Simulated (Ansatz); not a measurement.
# SmPt₂ (Fd-3m, No. 227)

Calculation: LDA (plane waves, PAW; Ansatz, an electronic-structure program).

Settings: plane-wave cutoff 520 eV, 12×12×12 k mesh, Fermi–Dirac smearing 0.05 eV, spin-polarised with parallel moments, scalar-relativistic PAW data made under PBE.

Cell: relaxed at this level.

```json
{
  "band_gap": "zero (no gap)",
  "lattice_constant_a": "7.595 Å",
  "bulk modulus B0": "174 GPa"
}
```

Note: the magnetic order was assumed, not searched for or taken from measurement; the 4f shell is treated without U or exact exchange, so its levels and filling can be wrong; the bulk modulus is −V dP/dV from two relaxed cells at ±2 % in volume.

Spin–orbit coupling is not included.

Computed values are for the static lattice.
